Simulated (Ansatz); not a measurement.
Start from CsPbBr3 in the cubic perovskite structure (space group Pm-3m, No. 221; a = 6.003 Å).

Computed with DFT with PBE, PAW potentials and a 420 eV plane-wave cutoff in Ansatz (a program for electronic structure), no spin-orbit coupling.

Base values:

The electron mass is 0.091, 0.84, 0.84 mₑ (at R) and the gap character is direct at R.

Modification: an isotropic linear strain of −0.92 %, atoms relaxed at fixed cell.

Question: Estimate the effect on the electron mass.

Answer: The electron mass (degenerate bands, along [100]) goes from 0.091, 0.84, 0.84 mₑ (at R) to 0.086, 0.80, 0.80 mₑ (at R).

Question: How does this affect the gap character?

Answer: The gap character is still direct at R.

With Pb present, leaving out spin-orbit coupling can change the band edges. Effective masses come from finite differences of ±0.01 Å⁻¹. No phonon test of stability was made. Many cubic perovskites are stable only at high temperature; tilts and polar distortions were not tested. This is not the structure that CsPbBr3 has at room temperature and ambient pressure.
